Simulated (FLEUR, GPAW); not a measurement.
A FLEUR input for a self-consistent single point of ScCoC2 (P4/nmm, 8 atoms in the cell) (DFT, PBEsol, all-electron FLAPW (FLEUR), scalar-relativistic valence):

Input of the input generator:

```
ScCoC2 FLAPW
&input film=f /
6.3169953867 0.0000000000 0.0000000000
0.0000000000 6.3169953867 0.0000000000
0.0000000000 0.0000000000 13.5710303695
1.0
1.0 1.0 1.0

8
21 0.5000000000 -0.0000000000 0.6543300000
21 -0.0000000000 0.5000000000 0.3456700000
27 0.5000000000 0.5000000000 0.0000000000
27 -0.0000000000 0.0000000000 0.0000000000
6 -0.0000000000 0.5000000000 0.8501300000
6 0.5000000000 -0.0000000000 0.1498700000
6 0.5000000000 0.0000000000 0.3467000000
6 -0.0000000000 0.5000000000 0.6533000000

&comp jspins=1 /
&exco xctyp='PBEs' /
&kpt div1=8 div2=8 div3=4 gamma=t /
&end /
```

```xml
<?xml version="1.0" encoding="UTF-8" standalone="no"?>
<fleurInput fleurInputVersion="0.39">
   <comment>
      ScCoC2 FLAPW                                                                                        
   </comment>
   <calculationSetup>
      <cutoffs Kmax="4.7" Gmax="18.8" GmaxXC="18.8" numbands="0"/>
      <scfLoop itmax="100" minDistance="0.00001" maxIterBroyd="15" imix="Anderson" alpha="0.05" precondParam="0.0" spinf="2.0"/>
      <coreElectrons ctail="T" frcor="F" kcrel="0" coretail_lmax="0"/>
      <xcFunctional name="PBEs" relativisticCorrections="F"/>
      <magnetism jspins="1"/>
      <soc l_soc="F" theta="0.0" phi="0.0" spav="F"/>
      <expertModes spex="0" secvar="F"/>
      <geometryOptimization l_f="T" forcealpha="1.0" forcemix="BFGS" epsdisp="0.00001" epsforce="0.00001"/>
      <ldaU l_linMix="F" mixParam="0.05" spinf="1.0"/>
   </calculationSetup>
   <cell>
      <bzIntegration valenceElectrons="68.0" mode="gauss" fermiSmearingEnergy="0.00499791">
         <kPointListSelection listName="default-1"/>
         <!-- k-points included here -->
         <xi:include xmlns:xi="http://www.w3.org/2001/XInclude" href="kpts.xml"> </xi:include>
      </bzIntegration>
      <!-- symmetry operations included here -->
      <xi:include xmlns:xi="http://www.w3.org/2001/XInclude" href="sym.xml"> </xi:include>
      <bulkLattice scale="1.0">
         <bravaisMatrix>
            <row-1>    6.3169953867000004     0.0000000000000000     0.0000000000000000</row-1>
            <row-2>    0.0000000000000000     6.3169953867000004     0.0000000000000000</row-2>
            <row-3>    0.0000000000000000     0.0000000000000000    13.5710303695000007</row-3>
         </bravaisMatrix>
      </bulkLattice>
   </cell>
   <atomSpecies>
      <species name="Scandium (Sc)" element="Sc" atomicNumber="21">
         <mtSphere radius="2.65" gridPoints="915" logIncrement="0.013"/>
         <atomicCutoffs lmax="10" lnonsphr="8"/>
         <electronConfig flipSpins="F">
            <coreConfig>(1s1/2) (2s1/2) (2p1/2) (2p3/2)</coreConfig>
            <valenceConfig>(3s1/2) (3p1/2) (3p3/2) (4s1/2) (3d3/2) (3d5/2)</valenceConfig>
            <stateOccupation state="(3d3/2)" spinUp="0.2" spinDown="0.2"/>
            <stateOccupation state="(3d5/2)" spinUp="0.3" spinDown="0.3"/>
         </electronConfig>
         <energyParameters s="4" p="4" d="3" f="4"/>
         <lo type="SCLO" l="0" n="3" eDeriv="0"/>
         <lo type="SCLO" l="1" n="3" eDeriv="0"/>
      </species>
      <species name="Cobalt (Co)" element="Co" atomicNumber="27">
         <mtSphere radius="2.09" gridPoints="721" logIncrement="0.017"/>
         <atomicCutoffs lmax="8" lnonsphr="6"/>
         <electronConfig flipSpins="F">
            <coreConfig>(1s1/2) (2s1/2) (2p1/2) (2p3/2) (3s1/2)</coreConfig>
            <valenceConfig>(3p1/2) (3p3/2) (4s1/2) (3d3/2) (3d5/2)</valenceConfig>
            <stateOccupation state="(3d3/2)" spinUp="1.4" spinDown="1.4"/>
            <stateOccupation state="(3d5/2)" spinUp="2.1" spinDown="2.1"/>
         </electronConfig>
         <energyParameters s="4" p="4" d="3" f="4"/>
         <lo type="SCLO" l="1" n="3" eDeriv="0"/>
      </species>
      <species name="Carbon (C)" element="C" atomicNumber="6">
         <mtSphere radius="1.24" gridPoints="431" logIncrement="0.024"/>
         <atomicCutoffs lmax="6" lnonsphr="4"/>
         <electronConfig flipSpins="F">
            <coreConfig>(1s1/2)</coreConfig>
            <valenceConfig>(2s1/2) (2p1/2) (2p3/2)</valenceConfig>
            <stateOccupation state="(2p1/2)" spinUp="0.3333333333333" spinDown="0.3333333333333"/>
            <stateOccupation state="(2p3/2)" spinUp="0.6666666666667" spinDown="0.6666666666667"/>
         </electronConfig>
         <energyParameters s="2" p="2" d="3" f="4"/>
      </species>
   </atomSpecies>
   <atomGroups>
      <atomGroup species="Scandium (Sc)">
         <relPos label="                   1">1.000/4.000 -1.000/4.000 -.3456700000</relPos>
         <relPos label="                   2">-1.000/4.000 1.000/4.000 .3456700000</relPos>
         <force calculate="T" relaxXYZ="TTT"/>
      </atomGroup>
      <atomGroup species="Cobalt (Co)">
         <relPos label="                   3">1.000/4.000 1.000/4.000 .0000000000</relPos>
         <relPos label="                   4">-1.000/4.000 -1.000/4.000 .0000000000</relPos>
         <force calculate="T" relaxXYZ="TTT"/>
      </atomGroup>
      <atomGroup species="Carbon (C)">
         <relPos label="                   5">-1.000/4.000 1.000/4.000 -.1498700000</relPos>
         <relPos label="                   6">1.000/4.000 -1.000/4.000 .1498700000</relPos>
         <force calculate="T" relaxXYZ="TTT"/>
      </atomGroup>
      <atomGroup species="Carbon (C)">
         <relPos label="                   7">1.000/4.000 -1.000/4.000 .3467000000</relPos>
         <relPos label="                   8">-1.000/4.000 1.000/4.000 -.3467000000</relPos>
         <force calculate="T" relaxXYZ="TTT"/>
      </atomGroup>
   </atomGroups>
   <output dos="F" band="F" slice="F">
      <checks vchk="F" cdinf="F"/>
      <bandDOS minEnergy="-.5*Htr" maxEnergy="0.5*Htr" sigma="0.015" storeEVData="T"/>
      <vacuumDOS vacdos="F" integ="F" star="F" nstars="0" locx1="0.0" locy1="0.0" locx2="0.0" locy2="0.0" nstm="0" tworkf="0.0"/>
      <unfoldingBand unfoldBand="F" supercellX="1" supercellY="1" supercellZ="1"/>
      <plotting iplot="0" polar="F">
         <plot TwoD="T" vec1="  1.0  0.0  0.0" vec2="  0.0  1.0  0.0" vec3="  0.0  0.0  1.0" zero="  0.0  0.0  0.0" file="plot"/>
      </plotting>
      <chargeDensitySlicing numkpt="0" minEigenval="0.0" maxEigenval="0.0" nnne="0" pallst="F"/>
      <specialOutput eonly="F"/>
      <magneticCircularDichroism mcd="F" energyLo="-10.0" energyUp="0.0"/>
   </output>
  <!-- We include the file relax.xml here to enable relaxations (see documentation) -->
  <xi:include xmlns:xi="http://www.w3.org/2001/XInclude" href="relax.xml"> <xi:fallback/> </xi:include>
</fleurInput>
```

**Question.** Write the same calculation as an input for GPAW.

**Answer.** One input that does it (others would too):

```python
from ase import Atoms
from ase.units import GPa
from gpaw import GPAW

atoms = Atoms(['Sc', 'Sc', 'Co', 'Co', 'C', 'C', 'C', 'C'],
              cell=[[3.342810, 0.000000, 0.000000],
                    [0.000000, 3.342810, 0.000000],
                    [0.000000, 0.000000, 7.181480]],
              positions=[[1.671405, 0.000000, 4.699058],
                         [0.000000, 1.671405, 2.482422],
                         [1.671405, 1.671405, 0.000000],
                         [0.000000, 0.000000, 0.000000],
                         [0.000000, 1.671405, 6.105192],
                         [1.671405, 0.000000, 1.076288],
                         [1.671405, 0.000000, 2.489819],
                         [0.000000, 1.671405, 4.691661]],
              pbc=True)

calc = GPAW(mode={'name': 'pw', 'ecut': 900},
            xc='PBEsol',
            kpts={'size': (8, 8, 4), 'gamma': True},
            occupations={'name': 'methfessel-paxton', 'width': 0.136, 'order': 0},
            nbands=-12,
            symmetry={'symmorphic': False, 'tolerance': 0.0005},
            maxiter=150)

atoms.calc = calc

energy = atoms.get_potential_energy()
print('Energy (eV):', round(energy, 6))
forces = atoms.get_forces()
print('Forces (eV/Ang):')
print(forces.round(5))
stress = atoms.get_stress()
print('Stress (GPa, Voigt):', (stress / GPa).round(4))
```

Basis settings and potentials, where a program has them, do not carry over. This input uses DFT PBEsol, plane waves, GPAW PAW datasets PBEsol (made by gpaw-setup).

The starting cell comes from a database of computed structures (which also holds hypothetical and non-ambient phases and stackings), without a prior relaxation at this level.
